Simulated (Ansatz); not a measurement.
Base system: MgTe in the wurtzite structure (space group P6_3mc, No. 186).

```
MgTe
1.0
    4.60846     0.00000     0.00000
   -2.30423     3.99105     0.00000
    0.00000     0.00000     7.50071
Mg Te
2 2
Direct
  0.66667   0.33333   0.00081
  0.33333   0.66667   0.50081
  0.66667   0.33333   0.62439
  0.33333   0.66667   0.12439
```

Computed with Kohn–Sham DFT with the PBE functional, run in Ansatz (a program for electronic structure) with PAW and 420 eV plane waves, without spin-orbit coupling.

Before the change:

```
Property    Result
--------  --------
Pressure  0.00 GPa
```

Modification: every lattice vector is stretched by 5.00 %; the atoms relax in the strained cell.

What happens to the pressure?

The pressure (mean of the normal stresses, compression positive) goes from zero to -3.65 GPa.

How does this affect the energy relative to the base?

The energy grows by 70 meV/atom.

Stability against distortions was not tested.
